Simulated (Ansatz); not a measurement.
## Pressure series in GaN

The reference is GaN in the rock salt structure (space group Fm-3m, No. 225).

```yaml
crystal:
  lattice:
    - [0.00000, 2.10973, 2.10973]
    - [2.10973, 0.00000, 2.10973]
    - [2.10973, 2.10973, 0.00000]
  atoms:
    - { symbol: Ga, position: [0.00000, 0.00000, 0.00000] }
    - { symbol: N, position: [0.50000, 0.50000, 0.50000] }
```

Cell and atoms are relaxed at each pressure.

Calculations: PBEsol (Ansatz, a program for electronic structure; PAW; 420 eV plane waves; no spin-orbit coupling).

| pressure (GPa) | volume per atom (Å³/atom) |
|---|---|
| -2 | 9.474 |
| -1 | 9.432 |
| 0 | 9.390 |
| 0.3 | 9.379 |
| 0.7 | 9.363 |
| 1.5 | 9.332 |
| 3 | 9.273 |
| 5 | ? |
| 7.5 | 9.112 |

Problem. Fit the third-order Birch–Murnaghan form P(V) = (3B₀/2)[(V₀/V)^(7/3) − (V₀/V)^(5/3)]·[1 + (3/4)(B₀′ − 4)((V₀/V)^(2/3) − 1)] (squares taken in P) to the rows shown and predict the withheld row.

Solution. Least squares on the printed values gives V₀ = 9.391 Å³/atom, B₀ = 232 GPa, B₀′ = 4.7; this predicts 9.200 Å³/atom, and the run gives 9.200 Å³/atom, in agreement.

Load acts through the strain it causes; cell and atoms are relaxed under it. Stability against distortions was not tested. Competing high-pressure phases were not computed. This is not the structure that GaN has at room temperature and ambient pressure.
